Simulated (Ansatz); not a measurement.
Element substitutions in Ta

Base system: Ta in the bcc (W type) structure (space group Im-3m, No. 229; a = 3.2819 Å).

Each row replaces one element on all its sites; cell and atoms are relaxed.

Method: PBEsol (Ansatz, a quantum-chemistry and plane-wave program, PAW, no spin-orbit coupling), earlier PAW set.

Candidates:
(a) Ta → Lu
(b) Ta → Fe
(c) Ta → In

Base values:

| Property | Value |
|---|---|
| Lattice parameter a | 3.282 Å |

Q: Order them by lattice parameter a, highest first.

A: (a) Ta → Lu (3.820 Å), (c) Ta → In (3.723 Å), (b) Ta → Fe (2.787 Å)

The magnetic state is the one reached from the starting moments; the real material's order can differ, and small cells can't hold many antiferromagnetic ones. Whether these cells are dynamically stable was not tested. For Lu and In in this form, whether it has been made was not checked. Spin-polarised in the final run: Fe; the other runs are not. This is not the structure that Lu has at room temperature and ambient pressure. This is not the structure that In has at room temperature and ambient pressure.
